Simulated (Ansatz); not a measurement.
Effect of x(Co) = 0.75, 8 atoms, P4/mmm on TlBr

Take TlBr in the CsCl type structure (space group Pm-3m, No. 221; a = 3.915 Å) as the base.

The other end (x = 1) is CoBr in the CsCl type structure (space group Pm-3m, No. 221; ferromagnetic; a hypothetical phase, not in the database extracts checked): 15.80 Å³/atom, gap zero; this end may not be an ambient phase.

Modification: a fraction x = 0.75 of the Tl sites is given to Co, ordered in a cell of 8 atoms (starting symmetry P4/mmm) and fully relaxed.

Method: PBEsol, PAW, 420 eV (Ansatz, a first-principles code; scalar-relativistic without spin-orbit coupling), earlier PAW set. k-mesh 14×14×3 (Γ-centred); smearing 0.05 eV (Fermi–Dirac), for the changed cell.

The density falls by 0.56 g/cm³ (7.87 g/cm³ → 7.31 g/cm³) and the band gap changes from 1.59 eV to zero. The magnetic state goes from not spin-polarised to ferromagnetic and the mixing energy comes out as +0.07 eV/atom (to 0.01 eV only: unlike meshes or grids) (against an end that may be hypothetical). The deviation of the volume from the linear (Vegard-type) interpolation amounts to +2.8 %.

Final structure:

```
CELL_PARAMETERS angstrom
      3.22287     0.00000     0.00000
      0.00000     3.22287     0.00000
      0.00000     0.00000    15.32692
ATOMIC_POSITIONS crystal
  Tl 0.00000 0.00000 0.00000
  Co 0.00000 0.00000 0.25572
  Co 0.00000 0.00000 0.50000
  Co 0.00000 0.00000 0.74428
  Br 0.50000 0.50000 0.18289
  Br 0.50000 0.50000 0.39746
  Br 0.50000 0.50000 0.60254
  Br 0.50000 0.50000 0.81711
```

Each cell is one ordered arrangement of few atoms, which overstates ordering effects compared with a random alloy. Spin-orbit coupling, missing from the scalar runs, can matter with Tl. Stability against distortions was not tested. No Hubbard U is applied and the magnetic state is the run's own (TlCo3Br4 ferromagnetic; CoBr ferromagnetic); other magnetic orders, which need larger cells, were not tried and can change the gap. Under x(Co) = 0.75, 8 atoms, P4/mmm the cell changed shape so far that it is another structure.
